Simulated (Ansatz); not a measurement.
**AlOOH (Pnma, No. 62)**

Method: LDA (Ansatz, an electronic-structure program, PAW).

Settings: plane-wave cutoff 500 eV, 4×14×10 k mesh (along the axes of the cell as run), gaussian smearing 0.02 eV, scalar-relativistic PAW data made under PBE.

Cell: relaxed at this level.

For AlOOH (Pnma, No. 62), the equilibrium volume per atom is 7.08 Å³/atom. The band gap comes out as 6.29 eV (on the SCF k mesh).

Static lattice: no zero-point or thermal effects.
